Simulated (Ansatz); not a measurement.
Start from InAs in the zinc blende structure (space group F-43m, No. 216).

```xyz
2
Lattice="0.0000 3.0436 3.0436 3.0436 0.0000 3.0436 3.0436 3.0436 0.0000" Properties=species:S:1:pos:R:3 pbc="T T T"
In     0.0000     0.0000     0.0000
As     1.5218     1.5218     1.5218
```

Level of theory: Ansatz (a first-principles code) PBEsol, spin-orbit coupling left out.

Before the change:

Band gap: zero
Volume per atom: 28.20 Å³

The change: a hydrostatic pressure of 9 GPa.

Q: What does the calculation give for the band gap and volume per atom after the change?

A: The band gap becomes 0.22 eV (base: zero); the volume per atom falls by 3.225 Å³ (28.20 Å³ → 24.97 Å³).

Load acts through the strain it causes; cell and atoms are relaxed under it. No phonon test of stability was made. All final runs are without spin polarisation. Measured, InAs leaves this structure (for rock salt) near 7 GPa (temperature not stated; as listed in Datta, Sujoy, Jana, Debnarayan, arXiv (2020)). The zero or small gap of InAs can change with the level of theory.
